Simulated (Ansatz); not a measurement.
Here is the system:

```yaml
crystal:
  lattice:
    - [0.00000, 2.71690, 2.71690]
    - [2.71690, 0.00000, 2.71690]
    - [2.71690, 2.71690, 0.00000]
  atoms:
    - { symbol: Br, position: [0.00000, 0.00000, 0.00000] }
    - { symbol: Ag, position: [0.50000, 0.50000, 0.50000] }
```

No spin polarisation.

Computed with plane-wave PAW DFT at the PBE level (Ansatz, a first-principles code, 420 eV), no spin-orbit coupling. Γ-centred 10×10×10 mesh, Fermi–Dirac width 0.05 eV.

Predict the electron mass, gap character, smallest direct gap and band gap.

The electron mass comes out as 0.19 mₑ (at Γ). The gap character is indirect, L → Γ and the smallest direct gap is 3.20 eV. The band gap comes out as 0.71 eV.

Load acts through the strain it causes; cell and atoms are relaxed under it. Masses are band curvatures over ±0.01 Å⁻¹ around the edge. Whether these cells are dynamically stable was not tested. Competing high-pressure phases were not computed. The cell was made from AgBr in the rock salt structure (space group Fm-3m, No. 225) by this change: pressure 15 GPa.
